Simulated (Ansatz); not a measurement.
Take Zr in the hcp (Mg type) structure (space group P6_3/mmc, No. 194; a = 3.1825 Å, c = 5.1235 Å; relaxed with 0.1 eV smearing) as the base. Axes: x lies along a and z along c of the hexagonal cell.

Calculations: PBEsol (Ansatz, a quantum-chemistry and plane-wave program, PAW, scalar-relativistic without spin-orbit coupling).

Base values:

```
Item                             Value
-----------------------------  -------
Shortest interatomic distance  3.153 Å
```

The change: uniaxial strain ε_xx = −2.50 %, all other strain components held at zero; the atoms relax in the strained cell.

Question: How does this affect the largest internal atomic displacement?

Answer: The largest internal atomic displacement amounts to 0.047 Å.

Question: How does this affect the shortest interatomic distance?

Answer: The shortest interatomic distance shrinks by 0.054 Å to 3.099 Å.

Question: How does this affect the stress?

Answer: The stress (xx, yy, zz, yz, xz, xy; compression positive) amounts to (3.4, 2.1, 1.8, 0.0, 0.0, 0.0) GPa.

Question: What happens to the energy relative to the base?

Answer: The energy rises by 6.0 meV/atom.

Whether these cells are dynamically stable was not tested. The final runs are not spin-polarised.
